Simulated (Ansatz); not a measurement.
Defect: Cu-vacancy pair (Cu on one host Al site, one Al site vacant) in fcc Al, neutral cell. The step: one Al atom jumps into the vacancy from a nearby Al site (Cu-vacancy distance between ideal sites 2.86 Å throughout); the atom moves 2.66 Å along (-0.46, 0.46, 0.00) of the unit cell; the moving atom starts with neighbours Al at 2.75, 2 Al at 2.80, Al at 2.83, Al at 2.85, Al at 2.89, 2 Al at 2.91, 2 Al at 2.95; Cu at 2.80 Å and ends with Al at 2.75, 2 Al at 2.80, Al at 2.83, Al at 2.85, 2 Al at 2.90, Al at 2.91, Al at 2.94, Al at 2.95; Cu at 2.79 Å. DFT values are from Ansatz (plane-wave PAW, 420 eV unless said) in a cell of 32 host sites, spin-restricted, static, with no finite-size correction. Forms of the defect that were not tried may lie lower. For the PBE band: the saddle point's order was not checked, and it lies on a symmetry element of the cell, where a band can be held.

```tsv
Level	Forward barrier (eV)	Cost of the band or of the saddle's single point
CHGNet universal potential (has no charge state), its own band	0.14	-
PBE, a 4×4×4 k-point mesh shifted by half a step, band relaxed	0.40	very roughly 23 core-minutes
PBE, a 6×6×6 k-point mesh shifted by half a step, same geometries	0.41	around 5 core-minutes (rough)
r2SCAN at 500 eV, a 4×4×4 k-point mesh shifted by half a step, same geometries	?	about 4 core-minutes (a rough figure)
```

Complete the blanks.


- r2SCAN at 500 eV, a 4×4×4 k-point mesh shifted by half a step, same geometries, Forward barrier (eV): 0.50

Ansatz is a quantum-chemistry and plane-wave program.
